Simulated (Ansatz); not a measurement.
**What biaxial strain −2.50 %, plane normal [001], relaxed out of plane does to MgS**

The parent structure is MgS in the rock salt structure (space group Fm-3m, No. 225; a = 5.1820 Å). Axes: x, y, z lie along the cube axes.

Now apply this change: biaxial strain −2.50 %, plane normal [001], relaxed out of plane (Cartesian); in-plane vectors clamped, the third vector and the atoms free.

Calculations: PBEsol in Ansatz (plane waves to 420 eV, PAW, no spin-orbit coupling). Γ-centred 11×11×11 mesh, Fermi–Dirac width 0.05 eV.

The volume per atom drops by 0.628 Å³, from 17.39 Å³ to 16.77 Å³ and the space group becomes I4/mmm (No. 139) (base: Fm-3m (No. 225)). The shortest interatomic distance falls by 0.065 Å to 2.526 Å and the energy rises by 13 meV/atom. The pressure (mean of the normal stresses, compression positive) goes from zero to 3.37 GPa and the band gap drops by 0.09 eV (2.73 eV → 2.64 eV). The gap character comes out as indirect, Γ → X and the smallest direct gap rises by 0.19 eV, from 3.69 eV to 3.88 eV. The electron mass changes from 0.53 mₑ along k, 0.29 mₑ across (at X) to 0.51 mₑ along k, 0.30 mₑ across (at X) and the hole mass comes out as 0.24 mₑ out of plane, 0.93 mₑ in plane (at Γ). The valence-band top at Γ (three highest levels, from the VBM) becomes 0.00, -0.16, -0.16 eV (base: 0.00, 0.00, 0.00 eV) and the valley order (the lowest conduction-band minima on the path, energy above the VBM, named in the base's zone) becomes X along [100] 2.64 eV; X along [001] 2.87 eV; Γ 3.88 eV (base: X along ⟨100⟩ 2.73 eV; Γ 3.69 eV). The out-of-plane strain amounts to +1.40 % and the ratio −ε⊥/ε∥ is 0.56. The mean in-plane stress (compression positive) is +5.1 GPa.

Final structure (turned so that z lies along the plane normal):

```
MgS
1.0
    3.57262     0.00000     0.00000
    0.00000     3.57262     0.00000
    1.78631    -1.78631     2.62721
Mg S
1 1
Direct
  0.00000   0.00000   0.00000
  0.50000   0.50000   0.00000
```

Effective masses come from finite differences of ±0.01 Å⁻¹. Along k means along the line from Γ to the band edge. Stability against distortions was not tested. Labels are those of the standard path for the cell's own space group.

Ansatz is a program for electronic structure.
